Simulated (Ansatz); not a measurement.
MoS2: pressure series

Base system: MoS₂ in the 2H-MoS2 type structure (space group P6_3/mmc, No. 194; a = 3.149 Å, c = 12.090 Å; layered, stacked along the Cartesian z axis).

Cell and atoms are relaxed at each pressure.

Method: PBE-D3(BJ) (Ansatz, a quantum-chemistry and plane-wave program; PAW; 420 eV plane waves; spin-orbit coupling left out).

Two rows of this table had their results exchanged by mistake.

```json
[
 {"pressure": "pressure −2 GPa", "volume per atom (Å³)": "18.44", "shortest distance (Å)": "2.407", "band gap": "1.04 eV"},
 {"pressure": "pressure −1 GPa", "volume per atom (Å³)": "17.73", "shortest distance (Å)": "2.403", "band gap": "0.87 eV"},
 {"pressure": "pressure 3 GPa", "volume per atom (Å³)": "16.49", "shortest distance (Å)": "2.390", "band gap": "0.57 eV"},
 {"pressure": "pressure 7 GPa", "volume per atom (Å³)": "12.48", "shortest distance (Å)": "2.302", "band gap": "zero"},
 {"pressure": "pressure 15 GPa", "volume per atom (Å³)": "14.80", "shortest distance (Å)": "2.359", "band gap": "0.10 eV"},
 {"pressure": "pressure 30 GPa", "volume per atom (Å³)": "13.60", "shortest distance (Å)": "2.330", "band gap": "zero"},
 {"pressure": "pressure 50 GPa", "volume per atom (Å³)": "15.78", "shortest distance (Å)": "2.378", "band gap": "0.38 eV"},
 {"pressure": "pressure 75 GPa", "volume per atom (Å³)": "11.54", "shortest distance (Å)": "2.275", "band gap": "zero"},
 {"pressure": "pressure 100 GPa", "volume per atom (Å³)": "10.84", "shortest distance (Å)": "2.254", "band gap": "zero"}
]
```

### Question
Which two?

### Answer
The rows for pressure 7 GPa and pressure 50 GPa: the volume has to fall steadily with pressure, so 15.78 Å³ belongs to pressure 7 GPa and 12.48 Å³ to pressure 50 GPa.

The mesh was chosen for an insulator and is coarse for the gapless case. Load acts through the strain it causes; cell and atoms are relaxed under it. No phonon test of stability was made. No other phases were tried under pressure. The final runs are not spin-polarised. The zero or small gap of MoS2 under pressure 15 GPa and MoS2 under pressure 30 GPa can change with the level of theory.
